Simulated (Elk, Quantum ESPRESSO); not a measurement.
Equation of state of hcp Hf (space group 194): energy against volume (Elk, LDA)

```
Hf
1.0
    3.06593     0.00000     0.00000
   -1.53296     2.65517     0.00000
    0.00000     0.00000     4.85359
Hf
2
Cartesian
  1.53297   0.88506   3.64019
  0.00000   1.77012   1.21340
```

Method of the run: LDA (PW92), all-electron FP-LAPW, Elk's shipped species files, default APW+lo basis (Elk 10.2.4). Settings: xctype = 3; rgkmax = 7.98; stype = 3; swidth = 0.00183747 Ha; ngridk = 21 21 12; rmtscf = 0.95; sphere radii = {Hf: 2.66} bohr. The cell above is the first row's. The rows scale it uniformly. In all rows fractional positions and the k mesh are held. E is the free energy at the stated smearing, counted from the lowest row.

```csv
V (Å^3/atom),E (meV/atom)
19.756,27.85
20.185,10.99
20.614,2.01
21.044,0.00
21.473,4.14
21.903,14.38
22.332,29.68
22.762,49.99
23.191,?
```

Taking the third-order Birch-Murnaghan form, a cubic in V^(-2/3) for E over the 8 complete rows: With u = V^(-2/3) - 0.130, the rows have u = 0.006836, 0.004890, 0.003012, 0.001194, -0.000559, -0.002259, -0.003900, -0.005493. Least squares gives E = 2.168 - 3093.01·u + 1012359·u² - 1601876·u³. Residuals (row less fit): 0.029, -0.074, 0.018, 0.085, -0.074, 0.040, -0.044, 0.021; standard error 0.076 (degrees of freedom: 4). Its minimum lies at u = 0.001533, so V0 = (0.131533)^(-3/2) = 20.96. There d²E/du² = 2010000 and d³E/du³ = -9611000, so B0 = (4/9) × 20.96^(-7/3) × 2010000 × 0.160218 = 118 GPa (the last factor turns the table's units into GPa), and B0' = 4 + (2/3) × 0.131533 × (-9611000)/2010000 = 3.6.

Question: What does the fit predict for E at V = 23.191, and how far is the calculated value from it?

Answer: u = -0.007033, so E = 2.168 - 3093.01 × (-0.007033) + 1012359 × (-0.007033)² - 1601876 × (-0.007033)³ = 74.553 meV/atom. The calculation gives 74.54 meV/atom, 0.013 meV/atom below the prediction (under 0.05 % of the range of E in the table). The row lies outside the fitted rows, so this is an extrapolation. From the scatter of the fitted rows alone, a prediction at this place has a standard error of 0.184 meV/atom, so the miss is 0.1 times that.

Carrying the step between the two nearest rows on in a straight line would have given 70.25, off by 4.29; series whose last step already gives the withheld value aren't shown. The scan was laid around a cell of about the measured size, scaled by a guess for this functional; axis ratios and inner coordinates come from that cell. The runs keep the symmetry of the cell, so they don't test it for distortions. A plane-wave scan with the same functional (Quantum ESPRESSO, GBRV) gives V0 = 20.93 Å^3/atom and B0 = 121 GPa; a Birch-Murnaghan fit to all rows here lies 0.2 % from it in V0 and -2 % in B0; the two differ in basis, and may differ in potentials and mesh. Values depend on the basis (sphere radii, cutoffs, local orbitals), which need not be converged. Spin-orbit coupling is off. The shape of the cell and the inner coordinates aren't relaxed, so V0 and B0 belong to this uniform scaling; a relaxed crystal lies no higher in energy and is usually softer. Sphere radii are the same in all rows. Cutoffs and mesh are single choices, not tested for convergence of this quantity. Series with a scatter that would blur these digits, or in which a gap closes, are not shown. Nor are scans whose minimum lies at an end fitted in this form.
